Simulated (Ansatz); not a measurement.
Base system: Ge in the diamond structure (space group Fd-3m, No. 227; a = 5.674 Å). Axes: x, y, z lie along the cube axes.

Computed with r2SCAN/PAW in Ansatz (a program for electronic structure), no spin-orbit coupling.

For the base:

The valence-band top at Γ is 0.00, 0.00, 0.00 eV.

The change: the cell is stretched by 0.50 % along z with no lateral relaxation; the atoms relax in the strained cell.

### Question
What does the calculation give for the energy relative to the base after the change?

### Answer
The energy is nearly the same.

### Question
Predict the new valence-band top at Γ.

### Answer
The valence-band top at Γ (three highest levels, from the VBM) goes from 0.00, 0.00, 0.00 eV to 0.00, 0.00, -0.04 eV.

The levels and masses belong to the bands next to the band gap. No phonon test of stability was made.
